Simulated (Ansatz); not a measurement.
**Cohesive energy of Ge (model structure, started from the C4 type, I4/mmm, No. 139, 4 atoms in the cell) at several levels of theory**

No measured value is used here.

| level (code) | value (eV/atom) | cell (Å³/atom) |
|---|---|---|
| LDA (Ansatz) | 4.49 | 23.52 |
| PBE (Ansatz) | 3.65 | 25.31 |
| PBEsol (Ansatz) | [?] | 24.21 |
| PBE-D3(BJ) (Ansatz) | 3.91 | 24.53 |
| r²SCAN (Ansatz) | 3.78 | 24.20 |

Problem. What belongs in the gaps?

Solution. 
- PBEsol (Ansatz, a first-principles code), value (eV/atom): 4.06

Free atoms are spin-polarised, in the lowest state found; at levels without +SOC their spin–orbit coupling is left out.  Each level is taken at its own relaxed cell. Cutoffs differ between the levels. Ansatz's density-functional and Hartree–Fock values are scalar-relativistic unless marked +SOC, with PAW data made under PBE.

A model structure was made by putting elements into a prototype or built by hand; it is no filed structure, need not be a known phase, and can be a saddle point held by its symmetry.
